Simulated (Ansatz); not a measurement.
# Carrier properties of CdS under load (space group P6_3mc)

Data:

```xyz
4
Lattice="4.1733 0.0000 0.0000 -2.0867 3.6142 0.0000 0.0000 0.0000 6.7885" Properties=species:S:1:pos:R:3 pbc="T T T"
Cd     2.0867     1.2047     3.3952
Cd     0.0000     2.4095     0.0009
S      2.0867     1.2047     5.9526
S      0.0000     2.4095     2.5583
```

Computed with PBEsol with spin-orbit coupling, rigid bands (plane waves, PAW; Ansatz, a quantum-chemistry and plane-wave program). Condition of this run: hydrostatic pressure -2 GPa (the target of the relaxation). How the cell was made: cell and atoms relaxed with PBEsol, then loaded as said.

| Quantity | Result |
|---|---|
| band gap | 1.00 eV |
| electron conductivity mass (300 K, dilute) | 0.130 (x), 0.130 (y), 0.122 (z) mₑ |
| hole conductivity mass (300 K, dilute) | 1.24 (x), 1.24 (y), 1.56 (z) mₑ |
| effective density of states N_c (300 K) | 1.1e18 cm⁻³ |
| effective density of states N_v (300 K) | 4.7e19 cm⁻³ |
| density-of-states mass, electrons | 0.123 mₑ |
| density-of-states mass, holes | 1.51 mₑ |
| Seebeck coefficient, n-type 1e19 cm⁻³, 300 K | -79 μV/K |
| best n-type power factor at 300 K for τ = 10 fs (best axis; densities from 1e16 to 1e21 cm⁻³ tried, whether or not they can be reached) | 1.40 μW/(cm·K²) at 3e18 cm⁻³ |
| Seebeck coefficient, p-type 1e19 cm⁻³, 300 K | 385 μV/K |
| best p-type power factor at 300 K for τ = 10 fs (best axis; densities from 1e16 to 1e21 cm⁻³ tried, whether or not they can be reached) | 11.3 μW/(cm·K²) at 3e20 cm⁻³ |

Rigid bands; masses and Seebeck coefficients take one relaxation time τ for all states and one kind of carrier; polarons and phonon drag are left out.
